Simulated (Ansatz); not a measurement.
A (10,4) carbon nanotube has 104 atoms in a period of 8.892 Å, a mean diameter of 9.86 Å, and lies 82 meV/atom over the flat sheet relaxed at the same level.

Method: PBE (plane waves to 420 eV, PAW; Ansatz, a quantum-chemistry and plane-wave program). Mesh 1×1×12. No spin polarisation. Periodic along z alone, with about 11 Å of vacuum beside it. An idealised model, rolled from the flat sheet. It keeps the symmetry and period of its start, so it need not be a minimum against all distortions.

**Question.** Which bending rigidity of the sheet does this imply in the thin-plate picture?

**Answer.** A plate bent to radius R stores D/(2R²) an area. The area an atom is π × 9.86 × 8.892/104 = 2.65 Å², so the stored energy is 0.082/2.65 = 0.0309 eV/Å². With R = 4.930 Å, D = 2R² × 0.0309 = 1.5 eV.
